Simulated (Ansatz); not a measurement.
# TiO2, element substitutions

Take TiO2 in the rutile structure (space group P4_2/mnm, No. 136; a = 4.591 Å, c = 2.939 Å) as the base.

Each row replaces one element on all its sites; cell and atoms are relaxed.

Levels (all Ansatz, a program for electronic structure, PAW): PBEsol (420 eV, spin-orbit coupling left out); r2SCAN (500 eV, no SOC).

Band gaps by level, all at the geometries relaxed with PBEsol:

| case | PBEsol | r2SCAN |
|---|---|---|
| base | 1.87 eV | 2.24 eV |
| Ti → Ce | 2.12 eV | 2.45 eV |
| Ti → Cr | zero | zero |

Single points use the geometry relaxed with PBEsol. Stability against distortions was not tested. For CeO2 in this form, whether it has been made was not checked. Starting moments died away, wholly or in part, for Ti → Ce; another magnetic solution may exist. No Hubbard U is applied and the magnetic state is the run's own (CrO2 ferromagnetic); small cells can't hold the antiferromagnetic order that many such compounds have, so gaps and moments can be off. Spin-polarised in the final run: PBEsol CrO2 and r2SCAN CrO2; the other runs are not.
